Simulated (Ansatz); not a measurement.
We consider LiGeN (P6₃mc, No. 186, 6 atoms in the cell; start mp-1246087), described by PBE (Ansatz, a quantum-chemistry and plane-wave program, plane waves, PAW).

Run with plane-wave cutoff 520 eV, 12×12×4 k mesh (along the axes of the cell as run), Fermi–Dirac smearing 0.01 eV, scalar-relativistic PAW data made under PBE.

Cell (relaxed at this level):

```cif
data_Ge2Li2N2
_chemical_formula_sum 'Li2 Ge2 N2'
_space_group_name_H-M_alt 'P 1'
_space_group_IT_number 1
_cell_length_a 3.01583
_cell_length_b 3.01583
_cell_length_c 9.43108
_cell_angle_alpha 90.000
_cell_angle_beta 90.000
_cell_angle_gamma 120.000
loop_
_space_group_symop_operation_xyz
  'x, y, z'
loop_
_atom_site_label
_atom_site_type_symbol
_atom_site_fract_x
_atom_site_fract_y
_atom_site_fract_z
_atom_site_occupancy
Li1 Li 0.66667 0.33333 0.74164 1
Li2 Li 0.33333 0.66667 0.24164 1
Ge1 Ge 0.00000 0.00000 0.49860 1
Ge2 Ge 0.00000 0.00000 0.99860 1
N1 N 0.33333 0.66667 0.60440 1
N2 N 0.66667 0.33333 0.10440 1
```

Predict the band gap, direct gap at Γ and bulk modulus B0.


* **band gap**: 1.46 eV (on the SCF k mesh)
* **direct gap at Γ**: 2.80 eV
* **bulk modulus B0**: 65.4 GPa

Note: the relaxation could not lower the start's symmetry, so the cell can be a saddle point above a distorted one; the bulk modulus is −V dP/dV from two relaxed cells at ±2 % in volume.

Spin–orbit coupling is not included.

Static lattice: no zero-point or thermal effects.

A start named mp-… is a Materials Project structure, which need not be a measured phase.
